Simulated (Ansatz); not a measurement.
Results of PBE (PAW; Ansatz, a first-principles code) for CaAlHO₂ (model structure, started from the SrVO2H type, P4/mmm, No. 123, 5 atoms in the cell).

Numerical settings: plane-wave cutoff 520 eV, 10×10×10 k mesh, Fermi–Dirac smearing 0.01 eV, scalar-relativistic PAW data made under PBE.

The cell is the one relaxed with PBEsol. Conventional cell: a = 3.7281 Å, b = 3.7281 Å, c = 3.4483 Å, α = 90.00°, β = 90.00°, γ = 90.00°.

```
AlCaHO2
1.0
    3.72805     0.00000     0.00000
    0.00000     3.72805     0.00000
    0.00000     0.00000     3.44832
Ca Al O H
1 1 2 1
Direct
  0.50000   0.50000   0.50000
  0.00000   0.00000   0.00000
  0.50000   0.00000   0.00000
  0.00000   0.50000   0.00000
  0.00000   0.00000   0.50000
```

Q: List the 15 lowest band energies at Γ above −25 eV (eV, relative to the valence band maximum), grouping those that round alike.

A: At Γ: -20.07 (×2), -19.90, -18.36, -16.50, -4.92 (×2), -4.70, -2.84, -1.29, -0.97 (×2), 4.72, 5.06, 5.88.

Note: the relaxation could raise the start's symmetry but not lower it, so the cell can be a saddle point; cell and atoms aren't relaxed at this level (pressure 4.7 GPa).

A model structure was made by putting elements into a prototype or built by hand; it is no filed structure, need not be a known phase, and can be a saddle point held by its symmetry.
